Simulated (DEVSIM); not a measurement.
System: Ti/HfO2/p-Ge capacitor, at 250 K.

```csv
layer (left to right),material,thickness (nm),Na (cm⁻³)
1,HfO2,2.20,-
2,Ge,6000,9.9e15
```

Metal gate on the left, work function 4.33 eV. Fixed charge at the semiconductor interface 8.7e11 cm⁻² (in units of +e); no interface traps.

The device is made up for the run: typed textbook-type constants, with dimensions and the other settings drawn at random. Values at 300 K; Nc and Nv go as T^1.5, mobilities as T to minus their exponent, the gap by Varshni's rule with the affinity fixed.

| parameter | HfO2 | Ge |
|---|---|---|
| gap (eV) | 5.7 | 0.664 |
| affinity (eV) | 2.5 | 4 |
| permittivity | 22 | 16 |
| Nc (cm⁻³) | - | 1.04e19 |
| Nv (cm⁻³) | - | 6e18 |
| Varshni α (eV/K) | - | 0.000477 |
| Varshni β (K) | - | 235 |

DEVSIM, 1D Poisson equation in equilibrium, Boltzmann statistics, complete ionisation; no quantum confinement or tunnelling. Metal contacts follow the ideal Schottky-Mott rule: no Fermi-level pinning, no interface dipoles.

Q: Tabulate band edges, carrier densities and field at 0.05 V on the gate.

A: Energies count from the Fermi level of the right contact; mesh points crowd at the junctions.

```tsv
x (μm)	Ec (eV)	Ev (eV)	n (cm⁻³)	p (cm⁻³)	field (V/cm)
0.000	1.780	-3.920	< 1e2	< 1e2	-54000
0.0008890	1.775	-3.925	< 1e2	< 1e2	-54000
0.001701	1.771	-3.929	< 1e2	< 1e2	-54000
0.002668	0.269	-0.414	3.0e13	2.1e10	24000
0.005541	0.276	-0.407	2.1e13	2.9e10	24000
0.01085	0.289	-0.394	1.2e13	5.2e10	23000
0.02244	0.315	-0.368	3.6e12	1.7e11	22000
0.06018	0.389	-0.293	1.1e11	5.6e12	18000
0.1300	0.486	-0.197	1.3e9	4.9e14	10000
0.2728	0.547	-0.136	7.6e7	8.2e15	880
0.5935	0.551	-0.132	6.3e7	9.9e15	≈ 0
1.639	0.551	-0.132	6.3e7	9.9e15	≈ 0
3.470	0.551	-0.132	6.3e7	9.9e15	≈ 0
4.841	0.551	-0.132	6.3e7	9.9e15	≈ 0
5.583	0.551	-0.132	6.3e7	9.9e15	≈ 0
5.811	0.551	-0.132	6.3e7	9.9e15	≈ 0
5.912	0.551	-0.132	6.3e7	9.9e15	≈ 0
5.961	0.551	-0.132	6.3e7	9.9e15	≈ 0
5.988	0.551	-0.132	6.3e7	9.9e15	≈ 0
5.996	0.551	-0.132	6.3e7	9.9e15	≈ 0
6.000	0.551	-0.132	6.3e7	9.9e15	≈ 0
6.002	0.551	-0.132	6.3e7	9.9e15	≈ 0
```
